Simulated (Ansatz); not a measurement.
**SiH3 on the 1x1 (111) surface of fcc Al, one in a 2x2 cell, started at the site 'top Al'**

The numbers are results of r2SCAN, at the PBE geometry and the start's symmetry (plane waves to 500 eV, PAW; Ansatz, a first-principles code), not measurements.

Model: 20-atom slab, 7.0 Å thick at the start under the adsorbate (thin: gaps and levels are the slab's own), 6x6x1 mesh, Fermi-Dirac 0.1 eV, dipole correction, single point; on the structure that PBE left under its start's symmetry; spin-polarised, no spin-orbit, no U, no dispersion correction. The starting moment vanished. The program's check for a lower electronic state was not made. At the end it is bonded to Al. In PBE it is, or lies within 0.03 eV of, the lowest of the starts that converged; the order may differ at this level.

```yaml
adsorption energy against SiH4(g) − ½ H2(g) at the same level: 0.012 eV
work_function_of_the_top_face: 4.95 eV
change_of_the_work_function: 0.87 eV
change_of_the_step_from_the_bottom_to_the_top_vacuum_level_against_the_clean_slab: 0.89 eV
height of the binding atom over the mean of the host atoms within 0.3 Å of the top one: 2.504 Å
magnetic_moment_of_the_cell: 0.00 μB
nearest_host_atoms_of_the_binding_atom: Al at 2.50 Å, Al at 4.02 Å, Al at 4.02 Å
cost: roughly 3 core-minutes
```

A negative adsorption energy means that the adsorbate is more stable on the surface than in its reference.
